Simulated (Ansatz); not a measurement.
Start from CaO in the rock salt structure (space group Fm-3m, No. 225).

```
CaO
1.0
    0.00000     2.38348     2.38348
    2.38348     0.00000     2.38348
    2.38348     2.38348     0.00000
Ca O
1 1
Direct
  0.00000   0.00000   0.00000
  0.50000   0.50000   0.50000
```

Calculations: PBEsol (Ansatz, a first-principles code), without spin-orbit coupling.

For the base:

```
Item                            Value
----------------------------  -------
Gap between the host's bands  3.54 eV
```

The change: electron doping at 2.0×10^22 cm⁻³ (0.542 per cell), with a uniform compensating background at fixed cell and a 300 K Fermi–Dirac width.

How does this affect the gap between the host's bands?

The gap between the host's bands grows by 0.03 eV to 3.57 eV.

Estimate the effect on the Fermi level from band edge.

The Fermi level relative to the doped band's edge (positive inside the band; to 0.05 eV) comes out as +1.70 eV.

Charged cell with a jellium background: band edges are those of the host's band count, energies are not comparable with the neutral cell, and many-body gap narrowing is missing. Whether these cells are dynamically stable was not tested. The base started in Cmce and relaxed to Fm-3m at this level.
